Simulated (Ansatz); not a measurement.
An Ansatz (an electronic-structure program) input (plane-wave PAW DFT at the PBE level (Ansatz, 420 eV), no SOC, earlier PAW set):

Ansatz 0.2 input:
```yaml
crystal:
  lattice:
    - [0, 2.864057761, 2.864057761]
    - [2.864057761, 0, 2.864057761]
    - [2.864057761, 2.864057761, 0]
  atoms:
    - { symbol: As, position: [0.75, 0.75, 0.75] }
    - { symbol: Al, position: [0, 0, 0] }
basis: { ecutwfc: 420, ecutrho_ratio: 4, xc_grid: 2, fft_grid_basis: typed }
kpoints: { mp_grid: { grid: [10, 10, 10] } }
hamiltonian:
  xc: pbe
  dispersion: none
  pseudopotentials: { azcp: { folder: ./paw }, kind: paw }
scf: { occupations: { method: fermi_dirac, width: 0.05 }, convergence: { dr2_threshold: 0.0000000002 } }
output: { forces: true, stress: true }
checkpoint: { write: state.ck, write_every: 1000 }
```

Task: Which symmetry and how many k-points will the program report, and about how many plane waves at Γ?

Result: Space group F-43m (ITA 216) with 24 operations, k-points 47 of 1000, and 941 plane waves at Γ.

Stability against distortions was not tested. The cell is AlAs in the zinc blende structure (space group F-43m, No. 216).
